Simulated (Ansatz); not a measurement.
Si vacancy in metastable 2H silicon carbide (start: the Si site; 96-site cell, 2×2×2 shifted sampling). Method: PBE, PAW (plane waves to 420 eV; Ansatz, a first-principles code). Total energies of the localised charge states, counted from that of charge 0, and their image corrections (point charge with alignment); the host's valence-band maximum lies at 9.434 eV on the cells' energy zero and its gap is 2.31 eV.

```csv
charge,moment (μB),E − E(first) (eV),correction (eV)
0,2.0,0.000,0.000
−1,3.0,9.595,0.407
−2,2.0,19.823,1.161
−3,1.0,30.178,2.250
```

**Question.** Derive the transition levels above the valence-band maximum and say which of them are thermodynamic.

**Answer.** A level is the Fermi energy at which two charges have equal formation energy: ε(q/q′) = [E(q′) + corr(q′) − E(q) − corr(q)] / (q − q′) − E_VBM.
ε(0/−1) = [(9.595 + 0.407) − (0.000 + 0.000)] / 1 − 9.434 = 0.57 eV
ε(−1/−2) = [(19.823 + 1.161) − (9.595 + 0.407)] / 1 − 9.434 = 1.55 eV
ε(−2/−3) = [(30.178 + 2.250) − (19.823 + 1.161)] / 1 − 9.434 = 2.01 eV
Thermodynamic levels at least 0.1 eV inside the gap: (0/−1) at 0.57 eV; (−1/−2) at 1.55 eV; (−2/−3) at 2.01 eV. Corrections reach 2.25 eV, so the outer levels may be off by several tenths of an eV. Only the charges listed were compared. Charge +1 has its level within 0.1 eV of a band edge or past it. Flagged in the runs: a host whose relaxation on this sampling wasn't shown to rest.
